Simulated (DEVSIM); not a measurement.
Structure: GaN p-n junction from an implanted or diffused profile, at 300 K.

```csv
layer (left to right),material,thickness (μm),Nd (cm⁻³),τn (s),τp (s)
1,GaN,14.0,8.9e14,6.6e-8,6.6e-8
```

Added acceptor profile: 4.5e16 cm⁻³ × exp(−(x − 0 μm)²/(2·(0.07 μm)²)). Left contact: ohmic. Right contact: ohmic. Voltage is applied to the left contact. Recombination: SRH at mid-gap, radiative, Auger. Mobility is constant in doping.

This is a model device: material constants are rounded textbook-type values typed into the input, and sizes, dopings and lifetimes were drawn at random. Values at 300 K.

| parameter | GaN |
|---|---|
| gap (eV) | 3.43 |
| affinity (eV) | 4.1 |
| permittivity | 9.5 |
| Nc (cm⁻³) | 2.3e18 |
| Nv (cm⁻³) | 4.6e19 |
| μn (cm²/Vs) | 1200 |
| μp (cm²/Vs) | 100 |
| B (cm³/s) | 1e-11 |
| Cn (cm⁶/s) | 1e-30 |
| Cp (cm⁶/s) | 1e-30 |

Simulated with DEVSIM: 1D drift-diffusion, Boltzmann statistics, complete ionisation; no tunnelling, impact ionisation, image-force lowering or self-heating.

Q: Give the dark forward current.

A: 
(V (V), J (A/cm²)): (1.75, 5.6e-13); (1.85, 4.1e-12); (1.95, 3.0e-11); (2.05, 2.2e-10); (2.15, 1.6e-9); (2.25, 1.2e-8); (2.35, 9.2e-8); (2.45, 7.6e-7); (2.55, 8.4e-6); (2.65, 0.00018); (2.75, 0.0066); (2.85, 0.27); (2.95, 4.2); (3.05, 16); (3.10, 25); (3.20, 50); (3.30, 84); (3.40, 130); (3.50, 180); (3.60, 240); (3.70, 310); (3.80, 390); (3.90, 470); (4.00, 560); (4.10, 660); (4.20, 760); (4.30, 870); (4.40, 980)
